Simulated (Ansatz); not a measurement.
Partial pair distribution functions of a relaxed model of amorphous Hf₃₂La₄O₇₀, broadened by 0.06 Å; density 8.48 g/cm³. These are PBE, scalar-relativistic without spin-orbit coupling (plane waves to 420 eV, PAW; Ansatz, an electronic-structure program) values and carry that method's errors.

Preparation: random packing, a CHGNet melt and quench, and a DFT relaxation. O atoms were pushed apart under 1.9 Å during the dynamics, to hinder bonds among them. The hot cell started wider than the set density and was brought back towards it in steps. It is the lowest in DFT energy of 4 quenches. It is a model cell: composition and starting density were chosen by hand, and all elements were melted together. No dispersion term was used. Its density started from a set value of 8.28 and ended at 8.48 g/cm³. Cooling (nominally 600 K/ps over its main leg) ran many orders faster than in experiment, which tends to leave more defects and strain. Values belong to this one cell and scatter from quench to quench. Volume and shape were free in the relaxation.

| r (Å) | g Hf-O | g La-O | g Hf-Hf | g O-O |
|---|---|---|---|---|
| 1.75 | 0.01 | 0.00 | 0.00 | 0.00 |
| 1.85 | 0.28 | 0.00 | 0.00 | 0.00 |
| 1.95 | 2.75 | 0.00 | 0.00 | 0.00 |
| 2.05 | 8.04 | 0.00 | 0.00 | 0.00 |
| 2.15 | 7.03 | 0.27 | 0.00 | 0.00 |
| 2.25 | 2.62 | 1.69 | 0.00 | 0.01 |
| 2.35 | 0.89 | 3.83 | 0.00 | 0.12 |
| 2.45 | 0.33 | 3.41 | 0.00 | 0.62 |
| 2.55 | 0.17 | 2.86 | 0.00 | 1.36 |
| 2.65 | 0.05 | 1.66 | 0.00 | 2.01 |
| 2.75 | 0.11 | 1.62 | 0.00 | 2.41 |
| 2.85 | 0.07 | 1.13 | 0.01 | 2.41 |
| 2.95 | 0.05 | 0.73 | 0.14 | 2.25 |
| 3.05 | 0.10 | 0.44 | 0.39 | 2.13 |
| 3.15 | 0.31 | 0.65 | 1.19 | 1.59 |
| 3.25 | 0.33 | 0.59 | 2.88 | 1.09 |
| 3.35 | 0.36 | 0.43 | 3.36 | 0.89 |
| 3.45 | 0.55 | 0.73 | 2.36 | 0.80 |
| 3.55 | 0.59 | 1.19 | 1.64 | 0.75 |
| 3.65 | 0.74 | 0.58 | 1.74 | 0.77 |
| 3.75 | 0.85 | 0.41 | 1.88 | 0.86 |
| 3.85 | 0.77 | 0.38 | 1.95 | 0.76 |
| 3.95 | 1.03 | 0.30 | 2.26 | 0.78 |
| 4.05 | 1.17 | 0.46 | 1.51 | 0.96 |
| 4.15 | 1.30 | 0.43 | 0.64 | 0.99 |
| 4.25 | 1.47 | 1.00 | 0.56 | 0.95 |
| 4.35 | 1.64 | 0.99 | 0.25 | 0.79 |
| 4.45 | 1.62 | 1.05 | 0.33 | 0.61 |
| 4.55 | 1.36 | 1.59 | 0.46 | 0.51 |
| 4.65 | 1.38 | 1.66 | 0.49 | 0.69 |
| 4.75 | 1.30 | 1.36 | 0.72 | 0.83 |
| 4.85 | 1.38 | 1.51 | 1.08 | 0.89 |
| 4.95 | 1.34 | 1.80 | 0.71 | 0.99 |
| 5.05 | 1.09 | 1.54 | 0.76 | 1.09 |
| 5.15 | 0.95 | 1.09 | 0.76 | 1.15 |
| 5.25 | 0.81 | 0.96 | 0.83 | 1.11 |
| 5.35 | 0.77 | 1.17 | 0.75 | 1.16 |
| 5.45 | 0.81 | 1.03 | 0.81 | 1.20 |
| 5.55 | 0.72 | 1.17 | 0.68 | 1.26 |

Within 2.64 Å each Hf has 6.03 O neighbours on average.
